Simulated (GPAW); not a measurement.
Input and output of a self-consistent single point for MgH₂ (P4_2/mnm, 6 atoms in the cell) (GPAW).

Method of the run: GLLB-SC potential, GPAW PAW datasets GLLBSC (gpaw-data 1.0.1) (plane waves; GPAW).

```yaml
crystal:
  lattice:
    - [4.56891, 0.00000, 0.00000]
    - [0.00000, 4.56891, 0.00000]
    - [0.00000, 0.00000, 3.05419]
  atoms:
    - { symbol: Mg, position: [0.50000, 0.50000, 0.50000] }
    - { symbol: Mg, position: [0.00000, 0.00000, 0.00000] }
    - { symbol: H, position: [0.69557, 0.69557, 0.00000] }
    - { symbol: H, position: [0.30443, 0.30443, 0.00000] }
    - { symbol: H, position: [0.80443, 0.19557, 0.50000] }
    - { symbol: H, position: [0.19557, 0.80443, 0.50000] }
```

Reference input (self-consistent single point, DFT PBE, plane waves, GPAW PAW datasets PBE (gpaw-data 1.0.1)): mode = pw; ecut = 850 eV; xc = PBE; kpts = 4 4 6; mesh shift (steps) = 0 0 0; occupations.name = fermi-dirac; occupations.width = 0 eV; nbands = -4; convergence.bands = -2; symmetry.symmorphic = false; symmetry.tolerance = 0.0005; maxiter = 120. This run's input differs from it in these lines:

```diff
@@ -1,3 +1,2 @@
 from ase import Atoms
-from ase.units import GPa
 from gpaw import GPAW, PW, FermiDirac
@@ -17,3 +16,3 @@
 calc = GPAW(mode=PW(850),
-            xc='PBE',
+            xc='GLLBSC',
             kpts={'size': (4, 4, 6), 'gamma': True},
@@ -30,7 +29,8 @@
 print('Energy (eV):', round(energy, 6))
-forces = atoms.get_forces()
-print('Forces (eV/Ang):')
-print(forces.round(5))
-stress = atoms.get_stress()
-print('Stress (GPa, Voigt):', (stress / GPa).round(4))
 
+response = calc.hamiltonian.xc.response
+homo, lumo = calc.get_homo_lumo()
+dxc_pot = response.calculate_discontinuity_potential(homo, lumo)
+ks_gap, dxc = response.calculate_discontinuity(dxc_pot)
+print(f'KS gap {ks_gap:.3f} eV, discontinuity {dxc:.3f} eV, fundamental gap {ks_gap + dxc:.3f} eV')
+
```

Its files differ too (potentials: GPAW PAW datasets GLLBSC (gpaw-data 1.0.1)).

The program printed (abridged):

```
     iter     time        total  log10-change:
                         energy   eigst   dens
iter:   1 --:--:--   -23.687172   +0.44
iter:   2 --:--:--   -23.958194   -0.08  -0.93
iter:   3 --:--:--   -14.687990   +0.12  -0.93
iter:   4 --:--:--   -18.762920   -0.58  -0.86
iter:   5 --:--:--   -19.108514   -1.53  -1.93
iter:   6 --:--:--   -18.270982   -2.88  -1.70
iter:   7 --:--:--   -18.260805   -3.85  -2.64
iter:   8 --:--:--   -18.247182   -4.45  -2.85
iter:   9 --:--:--   -18.241591   -4.49  -2.95
iter:  10 --:--:--   -18.232862   -2.26  -3.53
iter:  11 --:--:--   -18.234765c  -5.16  -3.83
iter:  12 --:--:--   -18.229582c  -2.70  -3.88
iter:  13 --:--:--   -18.228617c  -5.33  -4.68c
iter:  14 --:--:--   -18.228808c  -7.36  -5.00c
iter:  15 --:--:--   -18.229913c  -8.23c -5.02c
Converged after 15 iterations.

Dipole moment: (-0.000000, -0.000000, -0.000000) |e|*Ang

Energy contributions relative to reference atoms: (reference = -10922.961165)

Kinetic:        +17.502819
Potential:      -15.507637
External:        +0.000000
XC:             -20.101104
Entropy (-ST):   +0.000000
Local:           -0.123991
SIC:             +0.000000
--------------------------
Free energy:    -18.229913
Extrapolated:   -18.229913

GLLBSC response reference energy: -2.13844 eV (from HOMO)

Showing only first 2 kpts
 Kpt  Band  Eigenvalues  Occupancy
  0    10     -3.37298    2.00000
  0    11     -2.38168    2.00000
  0    12      3.45814    0.00000
  0    13      3.82921    0.00000

  1    10     -3.13938    2.00000
  1    11     -2.46384    2.00000
  1    12      3.90444    0.00000
  1    13      4.07551    0.00000

Fermi level: 0.39697

Gap: 5.071 eV
Transition (v -> c):
  (s=0, k=4, n=11, [0.25, 0.00, 0.00]) -> (s=0, k=23, n=12, [0.50, 0.50, 0.50])
Direct/indirect transitions are different
Direct gap: 5.717 eV
Transition at: (s=0, k=4, n=11, [0.25, 0.00, 0.00])
Energy (eV): -18.229913
KS gap 5.071 eV, discontinuity 2.346 eV, fundamental gap 7.417 eV
```

The run converged in 15 iterations. Against the reference run the gap on the mesh goes from 3.777 to 5.071 eV.

The starting cell comes from a database of computed structures (which also holds hypothetical and non-ambient phases and stackings), without a prior relaxation at this level. Its lattice was rescaled by a random factor within 2.5 % of one.
